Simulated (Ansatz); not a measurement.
The parent structure is SiSe₂ (space group Ibam, No. 72; made of chains).

```yaml
crystal:
  lattice:
    - [-3.15068, 4.65079, 2.92779]
    - [3.15068, -4.65079, 2.92779]
    - [3.15068, 4.65079, -2.92779]
  atoms:
    - { symbol: Se, position: [0.87171, 0.79484, 0.66655] }
    - { symbol: Se, position: [0.37171, 0.70516, 0.07686] }
    - { symbol: Se, position: [0.62829, 0.29484, 0.92314] }
    - { symbol: Se, position: [0.12829, 0.20516, 0.33345] }
    - { symbol: Si, position: [0.75000, 0.75000, 0.00000] }
    - { symbol: Si, position: [0.25000, 0.25000, 0.00000] }
```

Computed with Ansatz (a program for electronic structure), PBEsol, PAW, cutoff 420 eV, no spin-orbit coupling.

Before the change:

| Property | Value |
|---|---|
| Density | 3.60 g/cm³ |
| Shortest interatomic distance | 228.9 pm |
| Band gap | 1.65 eV |
| Gap character | indirect, F₀ → X |

It is then changed as follows: full substitution Si → Sn; the structure is relaxed again.

Question: Estimate the effect on the density.

Answer: The density rises by 1.07 g/cm³ to 4.67 g/cm³.

Question: Predict the new shortest interatomic distance.

Answer: The shortest interatomic distance goes up by 27.0 pm to 255.9 pm.

Question: What does the calculation give for the hole mass after the change?

Answer: The hole mass comes out as 1.0 mₑ along a, 0.24 mₑ along b, 0.94 mₑ along c (at Γ).

Question: How does this affect the band gap?

Answer: The band gap falls by 0.45 eV to 1.20 eV.

Question: What happens to the valence-band top at Γ?

Answer: The valence-band top at Γ (three highest levels, from the VBM) amounts to 0.00, -0.04, -0.82 eV.

Question: Predict the new gap character.

Answer: The gap character goes from indirect, F₀ → X to indirect, Γ → X.

Masses are band curvatures over ±0.01 Å⁻¹ around the edge. Whether these cells are dynamically stable was not tested. As relaxed here, SnSe2 is a hypothetical phase, not in the database extracts checked. No dispersion term is included in the PBEsol runs.
